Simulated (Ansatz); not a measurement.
The starting structures come from a database of crystals and need not be the phases stable at ambient conditions.

Data:

```
CELL_PARAMETERS angstrom
      6.17282     0.00000     0.00000
     -3.08641     5.34581     0.00000
      3.08641     1.78194     5.04008
ATOMIC_POSITIONS crystal
  Tl 0.50000 0.75000 0.75000
  Tl 0.50000 0.25000 0.25000
  Si 0.00000 0.00000 0.00000
  F  0.39401 0.19700 0.80300
  F  0.60599 0.80300 0.19700
  F  0.00000 0.19700 0.80300
  F  0.00000 0.80300 0.19700
  F  0.00000 0.80300 0.80300
  F  0.00000 0.19700 0.19700
```

Space group of this cell: Fm-3m. The cell was relaxed by PBE-D3(BJ); by r2SCAN its mean pressure is -3.4 GPa.

Transport runs along the normal of the first two printed cell vectors, the (111) plane of the conventional cell.

The gap is the functional's own, uncorrected, and κ follows it; spin-orbit coupling is left out. Mid-gap values are interpolated between the computed energies.

Task: State the band gap and the smallest decay constant κ at mid-gap according to Ansatz (a first-principles code) with r2SCAN.

Result: Gap 5.50 eV on a 8×8×8 mesh; κ = 0.471 1/Å, at the zone centre.
